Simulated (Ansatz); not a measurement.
Consider MoS2 in the 2H-MoS2 type structure (space group P6_3/mmc, No. 194; a = 3.109 Å, c = 11.709 Å; layered, stacked along the Cartesian z axis).

Modification: hydrostatic tension (pressure −1 GPa).

Levels (all Ansatz, a program for electronic structure, PAW, earlier PAW set): PBEsol-D3(BJ) (420 eV, scalar-relativistic without spin-orbit coupling); r2SCAN (500 eV, scalar-relativistic without spin-orbit coupling); HSE06 (420 eV, scalar-relativistic without spin-orbit coupling); PBEsol+SOC (420 eV, noncollinear with spin-orbit coupling).

One geometry, relaxed with PBEsol-D3(BJ), under each level:

The valence-band top lists the three highest levels at Γ (Kramers pairs under SOC), from the VBM.

```csv
level,band gap,lowest conduction level above the VBM at special points,valence-band top at Γ,hole mass
PBEsol-D3(BJ),0.60 eV,K 1.05 eV; H 1.06 eV; M 1.61 eV; L 1.64 eV,"0.00, -1.02, -1.52 eV","1.1 mₑ along c, 0.54 mₑ across (at Γ)"
r2SCAN,[?],[?],–,–
HSE06,1.17 eV,K 1.54 eV; H 1.54 eV; M 2.26 eV; Γ 2.78 eV,–,–
PBEsol+SOC,0.59 eV,K 1.04 eV; H 1.05 eV; M 1.60 eV; L 1.63 eV,"0.00, -1.02, -1.52 eV","1.1 mₑ along c, 0.54 mₑ across (at Γ)"
```

**Question.** Give the withheld r2SCAN results.

**Answer.** 
- r2SCAN, band gap: 0.75 eV
- r2SCAN, lowest conduction level above the VBM at special points: K 1.14 eV; H 1.14 eV; M 1.72 eV; L 1.76 eV

Single points use the geometry relaxed with PBEsol-D3(BJ). Their cutoffs differ, which shifts pressures a little. HSE06 gaps are upper bounds (no full band path). Differences between runs with and without spin-orbit coupling are approximate. Load acts through the strain it causes; cell and atoms are relaxed under it. Effective masses come from finite differences of ±0.01 Å⁻¹. Stability against distortions was not tested.
